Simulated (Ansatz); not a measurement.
Consider Au in the fcc (Cu type) structure (space group Fm-3m, No. 225; a = 4.048 Å; relaxed with 0.1 eV smearing).

Method: LDA in Ansatz (plane waves to 420 eV, PAW, without spin-orbit coupling).

For the base:

The pressure is 0.0 GPa.

Perturbation: the cell is scaled by 0.9900 in all directions, atoms relaxed at fixed cell.

What does the calculation give for the energy relative to the base and pressure after the change?

The energy goes up by 9.5 meV/atom; the pressure goes from zero to 6.4 GPa.

The cells carry an imposed strain or load. Stability against distortions was not tested.

Ansatz is a first-principles code.
